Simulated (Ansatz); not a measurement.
Take MgO (space group P6_3/mmc, No. 194; a = 3.494 Å, c = 4.194 Å; a cell from a computed database, its experimental status unchecked) as the base. Axes: x lies along a and z along c of the hexagonal cell.

Now apply this change: strain tensor (xx, yy, zz, yz, xz, xy) = (+0.21, +1.36, −0.45, −0.82, +0.04, −1.11) %; the atoms relax in the strained cell.

Levels (all Ansatz, a first-principles code, PAW): PBEsol (420 eV, no spin-orbit coupling); r2SCAN (500 eV, spin-orbit coupling left out); HSE06 (420 eV, without spin-orbit coupling).

At the geometry relaxed with PBEsol, these levels gave the following band gaps, in shuffled order: (a) 4.00 eV, (b) 3.23 eV, (c) 4.95 eV.

Match each gap to its level.

(a) r2SCAN; (b) PBEsol; (c) HSE06.

Single points use the geometry relaxed with PBEsol. No phonon test of stability was made. This is not the structure that MgO has at room temperature and ambient pressure.
